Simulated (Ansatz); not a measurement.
Ir (Fm-3m), PBEsol, DFPT electron-phonon coupling, linearised Boltzmann equation (Ansatz, an electronic-structure program): phonon-limited resistivity 4.40 μΩ·cm at 300 K, 5.98 μΩ·cm at 400 K, current-weighted mean free path 9.0 nm, Drude plasma energy 10.72 eV.

Question: Estimate the resistivity of a 80 nm square wire with diffuse walls from ρ ≈ ρ₀(1 + 3ℓ/4d).

Answer: 1 + 0.75 × 9.0/80 = 1.08, so ρ ≈ 4.77 μΩ·cm and a line 1 μm long has 7.46 Ω. The formula is the free-electron limit for d well above ℓ; grain boundaries add to it.

Question: What is the classical skin depth at 100 GHz (nonmagnetic, μ₀ = 1.257×10⁻⁶ H/m)?

Answer: δ = √(ρ/(π f μ₀)) = 334 nm.

Question: Estimate the electronic thermal conductivity at 300 K by the Wiedemann-Franz law (L₀ = 2.44×10⁻⁸ W·Ω/K²).

Answer: L₀T/ρ = 2.44×10⁻⁸ × 300/(4.40×10⁻⁸) = 166 W/(m·K). Inelastic scattering puts the true Lorenz number somewhat under L₀ near and below the Debye temperature.

A metal at this level (no band gap). Only scattering by harmonic phonons is included (no impurities, grain boundaries, electron-electron scattering or thermal expansion). Spin-orbit coupling is left out, which matters with elements this heavy. Halving the electron mesh (36x36x36) moves the resistivity by up to 1 % at 300 K, the mean free path by up to 5 %. Smearing 0.20 eV; phonons on a 6x6x6 q mesh, which this run doesn't test.
